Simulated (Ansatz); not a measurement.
Consider NiO in the rock salt structure (space group Fm-3m, No. 225; a = 4.1172 Å; ferromagnetic).

All numbers come from DFT with PBEsol, PAW potentials and a 420 eV plane-wave cutoff in Ansatz (a first-principles code), without spin-orbit coupling, earlier PAW set.

Before the change:

Lattice parameter a: 7.780 bohr
Magnetic state: ferromagnetic
Largest site moment: 1.04 μB

Now apply this change: cell and atoms relaxed at a pressure of 0.3 GPa.

**Question.** Predict the new lattice parameter a, magnetic state and largest site moment.

**Answer.** The lattice parameter a falls by 0.004 bohr, from 7.780 bohr to 7.776 bohr; the magnetic state stays ferromagnetic; the largest site moment hardly moves (1.04 μB against 1.03 μB).

Load acts through the strain it causes; cell and atoms are relaxed under it. Stability against distortions was not tested. No Hubbard U is applied and the magnetic state is the run's own (NiO ferromagnetic); small cells can't hold the antiferromagnetic order that many such compounds have, so gaps and moments can be off. In its common phase, real NiO is an antiferromagnetic insulator at low temperature.
